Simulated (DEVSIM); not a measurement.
Device: Ru/SiON/p-Si capacitor, at 300 K.

| layer (left to right) | material | thickness (nm) | Na (cm⁻³) |
|---|---|---|---|
| 1 | SiON | 22.0 | - |
| 2 | Si | 2000 | 4.3e15 |

Metal gate on the left, work function 4.7 eV. Fixed charge at the semiconductor interface 1.3e11 cm⁻² (in units of +e); no interface traps.

The device is made up for the run: typed textbook-type constants, with dimensions and the other settings drawn at random. Values at 300 K.

```tsv
parameter	SiON	Si
gap (eV)	7	1.124
affinity (eV)	1.4	4.05
permittivity	5.5	11.7
Nc (cm⁻³)	-	2.86e19
Nv (cm⁻³)	-	3.1e19
```

DEVSIM, 1D Poisson equation in equilibrium, Boltzmann statistics, complete ionisation; no quantum confinement or tunnelling. Metal contacts follow the ideal Schottky-Mott rule: no Fermi-level pinning, no interface dipoles.

Q: Give the band bending (positive: bands bend down) and minority sheet density.

A: 
```tsv
Vg (V)	ψs (V)	minority carriers (cm⁻²)
-2.8	-0.227	< 1e8
-2.2	-0.212	< 1e8
-1.6	-0.190	< 1e8
-1	-0.152	< 1e8
-0.4	-0.032	< 1e8
0.2	0.430	< 1e8
0.8	0.792	2.8e11
1.4	0.846	1.0e12
2	0.872	1.8e12
2.6	0.889	2.6e12
```
